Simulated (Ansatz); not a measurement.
We consider hexagonal WC, described by r²SCAN50 (plane waves, PAW; Ansatz, a program for electronic structure).

Numerical settings: plane-wave cutoff 520 eV, 12×12×10 k mesh (along the axes of the cell as run), Fermi–Dirac smearing 0.05 eV, no spin polarisation, scalar-relativistic PAW data made under PBE.

Computed at the level's own relaxed cell.

Q: Give the computed lattice parameter a and lattice parameter c.

A: 
lattice parameter a: 2.878 Å
lattice parameter c: 2.807 Å

Measured, for comparison: lattice constant a 2.906 Å, lattice parameter c 2.837 Å (300 K, no zero-point or thermal correction; as tabulated in Wikipedia's data pages). Computed (rounded) less measured: lattice constant a -1.0 %, lattice parameter c -1.1 %. A static lattice is as a rule a little smaller and stiffer than an uncorrected measurement, which narrows the difference in the lattice constant a, lattice parameter c and would widen misses of the other sign.

Note: the run has no spin polarisation, so it can have missed a magnetic state.

Spin–orbit coupling is not included.

Static lattice: no zero-point or thermal effects.

Cost on a shared machine: around 50 core-minutes (rough).
